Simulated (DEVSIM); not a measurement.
Structure: abrupt Si n-p junction, at 300 K.

```csv
layer (left to right),material,thickness (μm),Nd (cm⁻³),Na (cm⁻³),τn (s),τp (s)
1,Si,1.10,2.5e17,-,4.6e-5,4.6e-5
2,Si,0.720,-,3.4e14,4.6e-5,4.6e-5
```

Left contact: ohmic. Right contact: ohmic. Voltage is applied to the left contact. Recombination: SRH at mid-gap, radiative, Auger. Mobility is μmin + (μ − μmin)/(1 + (N/Nref)^α).

Constants are typed, rounded textbook-type inputs, not results; the design itself was drawn at random and stands for no fabricated device. Values at 300 K.

```tsv
parameter	Si
gap (eV)	1.124
affinity (eV)	4.05
permittivity	11.7
Nc (cm⁻³)	2.86e19
Nv (cm⁻³)	3.1e19
μn (cm²/Vs)	1417
μp (cm²/Vs)	470
μn,min	52
μp,min	45
Nref,n	9.7e16
Nref,p	2.2e17
αn	0.68
αp	0.72
B (cm³/s)	4.7e-15
Cn (cm⁶/s)	2.8e-31
Cp (cm⁶/s)	9.9e-32
```

Simulated with DEVSIM: 1D drift-diffusion, Boltzmann statistics, complete ionisation; no tunnelling, impact ionisation, image-force lowering or self-heating.

**Question.** Tabulate band edges, carrier densities and field at zero bias.

**Answer.** Energies count from the Fermi level of the right contact; mesh points crowd at the junctions.

| x (μm) | Ec (eV) | Ev (eV) | n (cm⁻³) | p (cm⁻³) | field (V/cm) |
|---|---|---|---|---|---|
| 0.000 | 0.123 | -1.002 | 2.5e17 | 460 | ≈ 0 |
| 0.01660 | 0.123 | -1.002 | 2.5e17 | 460 | ≈ 0 |
| 0.04693 | 0.123 | -1.002 | 2.5e17 | 460 | ≈ 0 |
| 0.09452 | 0.123 | -1.002 | 2.5e17 | 460 | ≈ 0 |
| 0.2163 | 0.123 | -1.002 | 2.5e17 | 460 | ≈ 0 |
| 0.3758 | 0.123 | -1.002 | 2.5e17 | 460 | ≈ 0 |
| 0.6135 | 0.123 | -1.002 | 2.5e17 | 460 | ≈ 0 |
| 0.8716 | 0.123 | -1.002 | 2.5e17 | 460 | ≈ 0 |
| 0.9724 | 0.123 | -1.002 | 2.5e17 | 460 | ≈ 0 |
| 1.037 | 0.123 | -1.002 | 2.5e17 | 470 | 18 |
| 1.072 | 0.124 | -1.000 | 2.4e17 | 480 | 1300 |
| 1.099 | 0.147 | -0.977 | 9.8e16 | 1200 | 26000 |
| 1.113 | 0.180 | -0.944 | 2.7e16 | 4300 | 18000 |
| 1.139 | 0.218 | -0.906 | 6.3e15 | 18000 | 13000 |
| 1.202 | 0.289 | -0.835 | 4.0e14 | 290000 | 10000 |
| 1.283 | 0.372 | -0.752 | 1.6e13 | 7100000 | 9900 |
| 1.430 | 0.512 | -0.612 | 7.2e10 | 1.6e9 | 9100 |
| 1.582 | 0.645 | -0.479 | 4.3e8 | 2.7e11 | 8300 |
| 1.713 | 0.749 | -0.375 | 7400000 | 1.6e13 | 7700 |
| 1.765 | 0.788 | -0.336 | 1600000 | 7.1e13 | 7400 |
| 1.796 | 0.812 | -0.312 | 670000 | 1.7e14 | 7300 |
| 1.820 | 0.829 | -0.295 | 340000 | 3.4e14 | 7300 |
